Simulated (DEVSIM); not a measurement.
System: Si p-i-n diode, at 350 K.

Layer 1 from the left is Si, thickness (μm) 0.290, Na (cm⁻³) 1.4e17, τn (s) 6.5e-5, τp (s) 6.5e-5. Layer 2 from the left is Si, thickness (μm) 1.50, Nd (cm⁻³) 8.3e13, τn (s) 6.5e-5, τp (s) 6.5e-5. Layer 3 from the left is Si, thickness (μm) 2.90, Nd (cm⁻³) 5.6e17, τn (s) 6.5e-5, τp (s) 6.5e-5.

Left contact: ohmic. Right contact: ohmic. Voltage is applied to the left contact. Recombination: SRH at mid-gap, radiative. Mobility is μmin + (μ − μmin)/(1 + (N/Nref)^α).

This is a model device: material constants are rounded textbook-type values typed into the input, and sizes, dopings and lifetimes were drawn at random. Values at 300 K; Nc and Nv go as T^1.5, mobilities as T to minus their exponent, the gap by Varshni's rule with the affinity fixed.

Si: gap (eV) 1.124, affinity (eV) 4.05, permittivity 11.7, Nc (cm⁻³) 2.86e19, Nv (cm⁻³) 3.1e19, μn (cm²/Vs) 1417, μp (cm²/Vs) 470, μn,min 52, μp,min 45, Nref,n 9.7e16, Nref,p 2.2e17, αn 0.68, αp 0.72, T exponent of μn 2.3, T exponent of μp 2.2, B (cm³/s) 4.7e-15, Varshni α (eV/K) 0.000473, Varshni β (K) 636.

Simulated with DEVSIM: 1D drift-diffusion, Boltzmann statistics, complete ionisation; no tunnelling, impact ionisation, image-force lowering or self-heating.

### Question
What does the simulation give for the dark forward voltage at 1 A/cm², the potential step across the device at zero bias, the dark forward voltage at 100 A/cm²?

### Answer
dark forward voltage at 1 A/cm² 0.493 V; potential step across the device at zero bias 0.815 V; dark forward voltage at 100 A/cm² 0.639 V.
